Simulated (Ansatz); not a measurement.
```
WSe2
1.0
    3.25012     0.00000     0.00000
   -1.62506     2.81468     0.00000
    0.00000     0.00000    12.81922
W Se
2 4
Direct
  0.33333   0.66667   0.25000
  0.66667   0.33333   0.75000
  0.33333   0.66667   0.61999
  0.66667   0.33333   0.11999
  0.66667   0.33333   0.38001
  0.33333   0.66667   0.88001
```

Dynamical quadrupoles are not included in the interpolation of the phonons between the solved wave vectors. Spin-orbit coupling is not included.

**Question.** What linear thermal expansion coefficients do the quasi-harmonic free energy on LDA in Ansatz (a program for electronic structure) give at 200 K, and what isobaric heat capacity per mole of formula units and Grüneisen parameter?

**Answer.** α in the basal plane = 6.2 × 10⁻⁶ K⁻¹; α along c = 10.3 × 10⁻⁶ K⁻¹; C_P = 63.5 J/(mol K); γ = 0.51. Whether this phase is the stable one at each condition was not tested.

The PAW data sets were generated under PBE and serve the other functionals too.
